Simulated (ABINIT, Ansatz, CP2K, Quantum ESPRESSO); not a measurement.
## One structure in several programs: Ba₂PdO₃ (Immm, 6 atoms in the cell)

Self-consistent single point, at a second geometry (lattice scaled by 0.98). First geometry:

```
CELL_PARAMETERS angstrom
     -1.92713     2.04414     6.64229
      1.92713    -2.04414     6.64229
      1.92713     2.04414    -6.64229
ATOMIC_POSITIONS crystal
  Ba 0.64529 0.64529 0.00000
  Ba 0.35471 0.35471 0.00000
  Pd 0.00000 0.00000 0.00000
  O  0.84579 0.84579 0.00000
  O  0.15421 0.15421 0.00000
  O  0.50000 0.00000 0.50000
```

Shared settings, as Ansatz (an electronic-structure program) writes them: kpoints.mp_grid.grid = 6 6 6; scf.occupations.method = gaussian; scf.occupations.width = 0.136 eV. Potentials and cutoffs stand in the table.

```tsv
code	model	ΔF from the first geometry (meV/atom)	pressure (GPa)	largest force (eV/Å)	cutoff
Ansatz	PBEsol, PAW files made with PBE	4.9	4.01	0.404	default
Quantum ESPRESSO	PBEsol, GBRV 1.5 ultrasoft (PBESOL) pseudopotentials	15.0	6.03	0.476	40 Ry
CP2K	PBEsol, GPW, DZVP-MOLOPT-SR-GTH basis, GTH-PBE potentials (GTH_POTENTIALS)	27.4	8.22	0.498	grid 500 Ry
ABINIT	PBEsol, PAW (JTH v2.0 PBE PAW, files made for PBE)	12.5	5.41	0.292	24 Ha
```

Size of the force on each atom (eV/Å): Sizes of forces hide their directions.

```
code                Ba1    Ba2    Pd3     O4     O5     O6
----------------  -----  -----  -----  -----  -----  -----
Ansatz            0.085  0.085  0.000  0.404  0.404  0.000
Quantum ESPRESSO  0.106  0.106  0.000  0.476  0.476  0.000
CP2K              0.047  0.047  0.000  0.498  0.498  0.000
ABINIT            0.102  0.102  0.000  0.292  0.292  0.000
```

On Ansatz's run: spin polarisation is off.

The spread over the programs that give each value: ΔF from the first geometry within 22.5 meV/atom; pressure within 4.21 GPa; largest force within 0.206 eV/Å.

CP2K uses small atom-centred bases, whose incompleteness enters pressures, forces and empty levels differently from a plane-wave cutoff. Ansatz's pressure is given at a fixed set of plane waves, as the other plane-wave codes print theirs; with its correction for the finite basis it is 4.31 GPa (the shift of 0.30 GPa shows how far the cutoff is from converged). In the pressure, Ansatz (by 1.40) and CP2K (by 2.81) lie more than 1 GPa from the median of the plane-wave programs. In the force vectors, CP2K (by 0.094) and ABINIT (by 0.112) lie more than 0.08 eV/Å from the median of the plane-wave programs.

The starting cell comes from a database of computed structures (which also holds hypothetical and non-ambient phases and stackings), without a prior relaxation at this level. Its lattice was rescaled by a random factor within 2.5 % of one. For this run, on top of that: lattice scaled by 0.98.

Keys are those of Ansatz 0.2.
